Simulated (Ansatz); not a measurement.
For GeSe (model structure, from the NiAs type, P6₃/mmc, No. 194), LDA in Ansatz (PAW) gives:

| Item | Result |
|---|---|
| lattice parameter a | 3.803 Å |
| lattice parameter c | 6.837 Å |
| bulk modulus | 62.0 GPa |
| cohesive energy | 4.21 eV/atom |

Q: What does PBE (plane waves, PAW; Ansatz, a first-principles code) give for the same quantities?

A: 
- lattice constant a: 3.935 Å (increases by 3.5 %)
- lattice parameter c: 6.940 Å (increases by 1.5 %)
- bulk modulus: 52.9 GPa (drops by 15 %)
- cohesive energy: 3.32 eV/atom (falls by 0.89 eV/atom)

Changes are worked out from the printed values.

Unless a cell is named, each level is at its own relaxed cell (LDA 21.41, PBE 23.26 Å³/atom).

Caveats: the bulk modulus is −V dP/dV from two relaxed cells at ±2 % in volume (LDA, PBE). Ansatz's density-functional and Hartree–Fock values are scalar-relativistic unless marked +SOC, with PAW data made under PBE.

A model structure was made by putting elements into a prototype or built by hand; it is no filed structure, need not be a known phase, and can be a saddle point held by its symmetry.
